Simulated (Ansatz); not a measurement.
**Input and output of a self-consistent single point for SbP (F-43m, 2 atoms in the cell) (Ansatz, a program for electronic structure)**

Computed with revPBE, default PAW files made with PBE (plane waves; Ansatz).

Input:

Ansatz 0.2 input:
```yaml
# SbP
crystal:
  lattice:
    - [0.00000000, 3.00631200, 3.00631200]
    - [3.00631200, 0.00000000, 3.00631200]
    - [3.00631200, 3.00631200, 0.00000000]
  atoms:
    - { symbol: P, position: [0.25000000, 0.25000000, 0.25000000] }
    - { symbol: Sb, position: [0.00000000, 0.00000000, 0.00000000] }
basis:
  ecutwfc: 420.0
kpoints:
  mp_grid: { grid: [7, 7, 7] }
hamiltonian:
  xc: revpbe
  pseudopotentials: { kind: paw }
scf:
  occupations: { method: methfessel_paxton, width: 0.1 }
output:
  forces: true
  eigenvalues: true
  stress: true
```

Log, with long lists cut:

```
WARN ansatz: RAYON_NUM_THREADS=1 ignored (pool sized by the plan → 1); use --threads N
Pseudopotentials: kind: paw
Pseudopotential: P, paw, valence charge 5
Pseudopotential: Sb, paw, valence charge 15
Crystal: 2 atoms, lattice volume = 54.342 Å³
Basis set: ecut = 420 eV, 1067 PW (Γ), exchange–correlation on 60×60×60 points (8 copies of the dense FFT grid, shifted against one another)
Bands: 14, of which v1, the nominal top of the filled ones, is band 10 counted from 1 (9 counted from 0)
Symmetry: 24 space group operations
Space group: F-43m (ITA 216), of the structure as read, at distance tolerance 3.8e-5 Å
k-points: 20 of 343 (time reversal used)
PAW frozen core: P, regenerated for the run's functional, and the local potential with it
PAW frozen core: Sb, regenerated for the run's functional, and the local potential with it
Initial density: superposition of atomic densities (neutral atoms: chi_scale 0, normalization atom), corrected by the library's trained network
Initial wavefunctions: pseudopotential atomic-orbital guess
Eigensolver: davidson
Functional: x = revpbe(κ = 1.245, μ = 0.2195149727645171), c = pbe(β = 0.06672455060314922)
SCF iter   1: F=—  HF=-7247.551480 eV  |F-HF|=—  |Δ(HF+E_count)|=         —  Δρ=2.66e-3  dr2=6.10e-3  ethr=1.77e-3  ⟨swp⟩=5.9  Hψ=1750  notcnv=0
all-band conjugate gradients solve this SCF's bands
preconditioner: auto → none
SCF iter   2: F=—  HF=-7247.549894 eV  |F-HF|=—  |Δ(HF+E_count)|=   1.59e-3  S|Δr|=    0.00e0  Δρ=1.10e-3  dr2=1.27e-3  ethr=3.05e-5  ⟨swp⟩=2.9  Hψ=672  notcnv=0
SCF iter   3: F=—  HF=-7247.549791 eV  |F-HF|=—  |Δ(HF+E_count)|=   1.03e-4  S|Δr|=    0.00e0  Δρ=3.75e-4  dr2=9.49e-5  ethr=6.33e-6  ⟨swp⟩=2.5  Hψ=360  notcnv=0
SCF iter   4: F=—  HF=-7247.549815 eV  |F-HF|=—  |Δ(HF+E_count)|=   2.42e-5  S|Δr|=    0.00e0  Δρ=9.95e-5  dr2=3.34e-6  ethr=4.75e-7  ⟨swp⟩=2.0  Hψ=361  notcnv=0
SCF iter   5: F=—  HF=-7247.549821 eV  |F-HF|=—  |Δ(HF+E_count)|=   6.43e-6  S|Δr|=    0.00e0  Δρ=1.71e-5  dr2=1.17e-7  ethr=1.67e-8  ⟨swp⟩=2.5  Hψ=500  notcnv=0
SCF iter   6: F=-7247.549821 eV  HF=-7247.549821 eV  |F-HF|=2.90e-9  |Δ(HF+E_count)|=   4.61e-8  S|Δr|=    0.00e0  Δρ=2.98e-6  dr2=5.15e-9  ethr=5.00e-10  ⟨swp⟩=6.9  Hψ=1465  notcnv=0
SCF 1 converged in 6 iterations: F = -7247.549821 eV  dr2 = 5.15e-9
SCF converged after 6 iterations
Stability not checked (fill_not_monotonic)
Free energy (F): -7247.549821 eV
Harris-Foulkes:  -7247.549821 eV  (|F-HF|=2.90e-9)
Internal energy: -7247.551863 eV  (E = F + TS)
E sigma→0 (E₀):  -7247.550332 eV
Entropy (-TS):   0.002042 eV (1.021 meV/atom)
Fermi energy:    8.254543 eV
--- Per-component energies (eV) ---
  E_band       = -194.318813
  E_kinetic    = 277.372866
  E_local      = -1892.469791  (includes V_loc(G=0)·N_el)
  E_nonlocal   = 395.832895
  E_hartree    = 840.863324
  E_xc         = -199.897195
  E_vxc        = -156.461496  (∫ρ·V_xc dr)
  E_paw        = -5152.644823  (= ΣΔE_a)
  E_vpaw       = -500.321667  (= ΣTr[D̂ρ^β])
  E_aug_tail   = 0.000002  (compensation charges beyond the density's cutoff)
  E_ewald      = -1516.578798
  E_core_change = -0.030343  (= ΣΔE_core)
  E_smearing   = 0.002042  (= −TS)
  E_closure    = -0.000000  (closes the sum)
  Σ components = -7247.549821   (vs F -7247.549821, Δ=0.00e0)
--- Forces (eV/Å), atoms counted from 1 ---
  atom   1  P      0.00000000     0.00000000     0.00000000
  atom   2  Sb    -0.00000000     0.00000000    -0.00000000
  max |Σ_I F_I| component: 5.92e-16 eV/Å
--- Stress (GPa, compression-positive) ---
        9.456485       0.000000      -0.000000
        0.000000       9.456485       0.000000
       -0.000000       0.000000       9.456485
  P = ⅓ Tr σ = 9.4565 GPa (94.565 kbar)
  The stress holds the Pulay correction. Without it, at fixed plane waves, as pw.x and ABINIT print it: P = 9.4283 GPa
--- Band table (eV; the first three rows and the last of 20) ---
  k-point 0: bands = ["-21.5314", "-21.5314", "-21.5314", "-21.5112", "-21.5112", "-5.6418", "4.0365", "5.5819", "5.5819", "5.5819", "8.5432", "8.5432", "8.5432", "13.0983"]
  k-point 1: bands = ["-21.5314", "-21.5306", "-21.5306", "-21.5111", "-21.5111", "-5.4424", "2.6321", "5.3254", "5.3254", "6.1306", "8.9200", "8.9200", "9.0912", "13.9407"]
  k-point 2: bands = ["-21.5313", "-21.5290", "-21.5290", "-21.5108", "-21.5108", "-4.8844", "0.7015", "4.8975", "4.8975", "6.0210", "9.4875", "9.4875", "10.8035", "14.3238"]
  k-point 19: bands = ["-21.5325", "-21.5268", "-21.5234", "-21.5121", "-21.5093", "-3.0578", "-1.8320", "2.6858", "3.4149", "8.3660", "9.9043", "10.6914", "11.6532", "13.8827"]
```

The run converged in 6 iterations.

The starting cell was generated: these elements placed on a structure prototype, without a prior relaxation; it need not be a known phase or ordering of this composition. Spin-orbit coupling is off. With a pressure of about 9 GPa the cell is away from its equilibrium volume at this level. Ansatz's pressure includes its estimate of the finite-basis (Pulay) stress. The run gives no clean gap (levels at the Fermi energy touch, overlap or are partly filled at this smearing), which alone does not show that the compound is a metal.
